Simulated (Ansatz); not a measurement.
A 32-atom cell of Ni(Si,Ge) started in the MnP type structure, site fractions Si 0.250, Ge 0.750, short-range order 0.00 among the nearest mixed sites of the first mixed sublattice (0 is random, a negative value favours unlike neighbours), space group P1 at the end. The mixed sublattice has 16 sites.

The mixing enthalpy is taken against the end members in the MnP type type (which need not be the stable form of every end member), relaxed in the same cell and mesh.

Method: PBE (plane waves to 420 eV, PAW; Ansatz, a program for electronic structure). Scalar-relativistic, without spin–orbit coupling; the runs are not spin-polarised. Its k-point mesh 5×5×5, Fermi–Dirac width 0.05 eV.

| cell | energy at zero smearing (eV) |
|---|---|
| NiSi | -103624.614 |
| NiGe | -162164.993 |
| Ni4Ge3Si | -147529.715 |

Question: Work out the mixing enthalpy per mixed site and the interaction parameter Ω of a regular solution.

Answer: With x = 12/16 of the second end member, ΔH = [-147529.715 − 4/16 × (-103624.614) − 12/16 × (-162164.993)] / 16 = 11.5 meV against the separate end members. Ω = ΔH / x(1 − x) = 61 meV.
